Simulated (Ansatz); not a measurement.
C axis length of GaSb (model structure, started from the NiAs type, P6₃/mmc, No. 194, 4 atoms in the cell) at several levels of theory

No measured value is used here.

```json
[
 {"level (code)": "PBE (Ansatz)", "value (Å)": "7.179"},
 {"level (code)": "PBEsol (Ansatz)", "value (Å)": "7.084"},
 {"level (code)": "PBE-D3(BJ) (Ansatz)", "value (Å)": "7.112"}
]
```

Ansatz's density-functional and Hartree–Fock values are scalar-relativistic unless marked +SOC, with PAW data made under PBE.

A model structure was made by putting elements into a prototype or built by hand; it is no filed structure, need not be a known phase, and can be a saddle point held by its symmetry.

Ansatz is a program for electronic structure.
